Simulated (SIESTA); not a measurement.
## Input and output of a self-consistent single point for Rb₃Cd (Pm-3m, 4 atoms in the cell) (SIESTA)

Computed with SIESTA with GGA PBEsol, numerical atomic orbitals DZP, PseudoDojo PBEsol standard norm-conserving potentials (rewritten from UPF to PSML).

The input file:

```
# files in the folder: Rb.psml Cd.psml (PseudoDojo PBEsol standard)
SystemName  Rb3Cd
SystemLabel rb3cd

NumberOfAtoms                4
NumberOfSpecies              2
%block ChemicalSpeciesLabel
  1 37 Rb
  2 48 Cd
%endblock ChemicalSpeciesLabel
LatticeConstant              1.0 Ang
%block LatticeVectors
     6.432438000    0.000000000    0.000000000
     0.000000000    6.432438000    0.000000000
     0.000000000    0.000000000    6.432438000
%endblock LatticeVectors
AtomicCoordinatesFormat      ScaledCartesian
%block AtomicCoordinatesAndAtomicSpecies
     0.000000000    3.216219000    3.216219000  1
     3.216219000    0.000000000    3.216219000  1
     3.216219000    3.216219000    0.000000000  1
     0.000000000    0.000000000    0.000000000  2
%endblock AtomicCoordinatesAndAtomicSpecies

XC.functional                GGA
XC.authors                   PBEsol
PAO.BasisSize                DZP
PAO.EnergyShift              0.01 Ry
MeshCutoff                   300 Ry
%block kgrid.MonkhorstPack
    4   0   0  0.0
    0   4   0  0.0
    0   0   4  0.0
%endblock kgrid.MonkhorstPack
OccupationFunction           FD
ElectronicTemperature        1160.45 K

MaxSCFIterations             150
SCF.Mixer.Method             Broyden
SCF.Mixer.Weight             0.2
SCF.Mixer.History            6
SCF.DM.Tolerance             1.0E-05
Diag.ParallelOverK           true
WriteForces                  true
```

Log, with long lists cut:

```
reinit: Reading from file input.fdf

reinit: System Name: Rb3Cd
reinit: System Label: rb3cd

coor:   Atomic-coordinates input format  =     Cartesian coordinates
coor:                                          (in units of alat)

siesta: Atomic coordinates (Bohr) and species
siesta:      0.00000   6.07777   6.07777  1        1
siesta:      6.07777   0.00000   6.07777  1        2
siesta:      6.07777   6.07777   0.00000  1        3
siesta:      0.00000   0.00000   0.00000  2        4

siesta: System type = bulk

initatomlists: Number of atoms, orbitals, and projectors:      4    46    72

siesta: ******************** Simulation parameters ****************************
redata: Spin configuration                          = none
redata: Time-Reversal Symmetry                      = T
redata: Number of Atomic Species                    =        2
redata: Mesh Cutoff                                 =   300.0000 Ry
redata: Net charge of the system                    =     0.0000 |e|
redata: Min. number of SCF Iter                     =        0
redata: Max. number of SCF Iter                     =      150
redata: SCF convergence failure will abort job
redata: SCF mix quantity                            = Hamiltonian
redata: Mix DM or H after convergence               =   F
redata: Recompute H after scf cycle                 =   F
redata: Mix DM in first SCF step                    =   T
redata: No kicks to SCF
redata: DM Mixing Weight for Kicks                  =     0.5000
redata: Require Harris convergence for SCF          =   F
redata: Harris energy tolerance for SCF             =     0.000100 eV
redata: Require DM convergence for SCF              =   T
redata: DM tolerance for SCF                        =     0.000010
redata: Require EDM convergence for SCF             =   F
redata: EDM tolerance for SCF                       =     0.001000 eV
redata: Require H convergence for SCF               =   T
redata: Hamiltonian tolerance for SCF               =     0.001000 eV
redata: Require (free) Energy convergence for SCF   =   F
redata: (free) Energy tolerance for SCF             =     0.000100 eV
redata: Using DFT-D3 dispersion                     =   F
redata: Using Saved Data (generic)                  =   F
redata: Method of Calculation                       = Diagonalization
redata: Electronic Temperature                      =  1160.4500 K
redata: Number of TDED substeps                     =        3
redata: Dynamics option                             = Single-point calculation
redata: Save all siesta data in one NC              =   F
redata: ***********************************************************************

%block SCF.Mixers
  Broyden
%endblock SCF.Mixers

%block SCF.Mixer.Broyden
  # Mixing method
  method broyden

  # Mixing options
  weight 0.2000
  weight.linear 0.2000
  weight.prime 0.2000
  history 6
%endblock SCF.Mixer.Broyden

DM_history_depth set to one: no extrapolation allowed by default for geometry relaxation
Size of DM history Fstack: 1
Total number of electrons:    47.000000
Total ionic charge:    47.000000

* ProcessorY, Blocksize:    1  47

* Orbital distribution balance (max,min):    46    46

k-point displ. along   1 input, could be:     0.00    0.50
k-point displ. along   2 input, could be:     0.00    0.50
k-point displ. along   3 input, could be:     0.00    0.50
 Kpoints in:           48 . Kpoints trimmed:           44

siesta: k-grid: Number of k-points = 44
siesta: k-points from Monkhorst-Pack grid
siesta: k-cutoff (effective) =    12.865 Ang
siesta: k-point supercell and displacements
siesta: k-grid:     4     0     0      0.000
siesta: k-grid:     0     4     0      0.000
siesta: k-grid:     0     0     4      0.000

diag: Algorithm                                     = D&C
diag: Parallel over k                               =   F
diag: Use parallel 2D distribution                  =   F
diag: Parallel block-size                           = 47
diag: Parallel distribution                         =     1 x     1
diag: Used triangular part                          = Lower
diag: Absolute tolerance                            =  0.100E-15
diag: Orthogonalization factor                      =  0.100E-05
diag: Memory factor                                 =  1.0000

superc: Internal auxiliary supercell:     5 x     5 x     5  =     125
superc: Number of atoms, orbitals, and projectors:    500   5750   9000

                        Single-point calculation

superc: Internal auxiliary supercell:     5 x     5 x     5  =     125
superc: Number of atoms, orbitals, and projectors:    500   5750   9000

outcell: Unit cell vectors (Ang):
        6.432438    0.000000    0.000000
        0.000000    6.432438    0.000000
        0.000000    0.000000    6.432438

outcell: Cell vector modules (Ang)   :    6.432438    6.432438    6.432438
outcell: Cell angles (23,13,12) (deg):     90.0000     90.0000     90.0000
outcell: Cell volume (Ang**3)        :    266.1502
new_DM -- step:     1
Initializing Density Matrix...

Attempting to read DM from file... Failed...
DM filled with atomic data:

InitMesh: MESH = 72 x 72 x 72 = 373248
InitMesh: Mesh cutoff (required, used) =   300.000   346.271 Ry

stepf: Fermi-Dirac step function

        iscf     Eharris(eV)        E_KS(eV)     FreeEng(eV)     dDmax    Ef(eV) dHmax(eV)
   scf:    1    -6966.040613    -6968.684080    -6968.802915  0.470240 -2.285631  9.804056
   scf:    2    -6970.622473    -6969.748534    -6969.870709  0.194326 -2.371378  5.015443
   scf:    3    -6970.430452    -6970.168963    -6970.292583  0.200333 -2.467410  0.774231
   scf:    4    -6970.208200    -6970.195535    -6970.318835  0.057930 -2.510216  0.483131
   scf:    5    -6970.192709    -6970.197283    -6970.320295  0.037476 -2.514445  0.440068
   scf:    6    -6970.200819    -6970.199611    -6970.323006  0.010771 -2.525054  0.085607
   [... 7 lines left out ...]
   scf:   14    -6970.199670    -6970.199670    -6970.323110  0.000029 -2.527608  0.000351
   scf:   15    -6970.199670    -6970.199670    -6970.323110  0.000020 -2.527646  0.000277
   scf:   16    -6970.199670    -6970.199670    -6970.323111  0.000015 -2.527675  0.000220
   scf:   17    -6970.199670    -6970.199670    -6970.323111  0.000012 -2.527698  0.000175
   scf:   18    -6970.199670    -6970.199670    -6970.323111  0.000009 -2.527716  0.000140

SCF Convergence by DM+H criterion
max |DM_out - DM_in|         :     0.0000091347
max |H_out - H_in|      (eV) :     0.0001395056
SCF cycle converged after 18 iterations

Using DM_out to compute the final energy and forces

siesta: E_KS(eV) =            -6970.1997

siesta: E_KS - E_eggbox =     -6970.1997

siesta: Atomic forces (eV/Ang):
     1    0.000000   -0.000000   -0.000000
     2   -0.000000   -0.000000   -0.000000
     3   -0.000000    0.000000    0.000000
     4    0.000000   -0.000000    0.000000
   Tot    0.000000   -0.000000    0.000000
   Max    0.000000
   Res    0.000000    sqrt( Sum f_i^2 / 3N )
   Max    0.000000    constrained

Stress tensor Voigt[x,y,z,yz,xz,xy] (kbar):        0.51        0.51        0.51       -0.00        0.00        0.00
(Free)E + p*V (eV/cell)    -6970.4079
Target enthalpy (eV/cell)    -6970.3231

siesta: Program's energy decomposition (eV):
siesta: Ebs     =     -1197.599429
siesta: Eions   =      9132.143319
siesta: Ena     =      1055.097306
siesta: Ekin    =      2265.592044
siesta: Enl     =        14.923101
siesta: Eso     =         0.000000
siesta: Edftu   =         0.000000
siesta: DEna    =        46.684209
siesta: DUscf   =         1.155024
siesta: DUext   =         0.000000
siesta: Ex      =     -1137.443680
siesta: Ec      =       -84.064354
siesta: Exc     =     -1221.508034
siesta: Eharris =     -6970.199670
siesta: Etot    =     -6970.199670
siesta: FreeEng =     -6970.323111

siesta: Stress tensor (static) (eV/Ang**3):
siesta:     0.000318   -0.000000    0.000000
siesta:     0.000000    0.000318   -0.000000
siesta:     0.000000   -0.000000    0.000318

siesta: Cell volume =        266.150218 Ang**3

siesta: Pressure (static):
siesta:                Solid            Molecule  Units
siesta:          -0.00000347         -0.00000347  Ry/Bohr**3
siesta:          -0.00031844         -0.00031844  eV/Ang**3
siesta:          -0.51020313         -0.51020313  kBar
```

The run converged in 18 iterations.

The starting cell comes from a database of computed structures (which also holds hypothetical and non-ambient phases and stackings), without a prior relaxation at this level. Its lattice was rescaled by a random factor within 2.5 % of one. Values carry the incompleteness of an atom-centred basis.

Cost on one core of a shared machine: roughly 50 s.
